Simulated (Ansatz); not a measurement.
## InAs under a change: In interstitial (started 2.48 Å from the nearest host atom), symmetric start

Take a 24-atom supercell of InAs in the zinc blende structure (space group F-43m, No. 216; a = 6.087 Å) at its relaxed geometry as the base.

It is then changed as follows: a neutral In interstitial (started 2.48 Å from the nearest host atom), symmetric start, atoms relaxed at fixed cell.

All numbers come from PBEsol (Ansatz, a first-principles code; PAW; 420 eV plane waves; spin-orbit coupling left out). Γ-centred 4×3×4 mesh, Fermi–Dirac width 0.05 eV.

```json
{
 "pressure": "3.1 GPa (base 0.0 GPa)",
 "largest_displacement_of_a_host_atom_from_its_site_in_the_perfect_cell": "0.29 Å",
 "final_site_of_the_added_atom": "4 As at 2.77–2.80 Å and 6 In at 3.12 Å"
}
```

The cell is small, so the values are those of an ordered compound at a high defect concentration; dilute-limit values will differ. A case with no gap was solved on a k-mesh chosen for an insulator, which is coarse for it. The defect started on the symmetric site and kept its symmetry, so it may sit on a saddle. The final runs are not spin-polarised. The defect cell is not spin-polarised.
